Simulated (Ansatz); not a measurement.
The parent structure is Hf in the hcp (Mg type) structure (space group P6_3/mmc, No. 194; a = 3.2042 Å, c = 5.0691 Å).

The values are results of PBE (Ansatz, a program for electronic structure, PAW, scalar-relativistic without spin-orbit coupling), not measurements.

Base values:

| Quantity | Result |
|---|---|
| Lattice parameter a | 3.204 Å |
| c/a ratio | 1.582 |

One thing is altered: every Hf is replaced by Ti; the structure is relaxed again.

Tabulated Pauling electronegativity and covalent radius: Hf 1.30, 1.75 Å; Ti 1.54, 1.60 Å.

**Question.** Estimate the effect on the lattice parameter a and c/a ratio.

**Answer.** The lattice parameter a shrinks by 0.265 Å to 2.939 Å; the c/a ratio remains 1.582.

No phonon test of stability was made. All final runs are without spin polarisation.
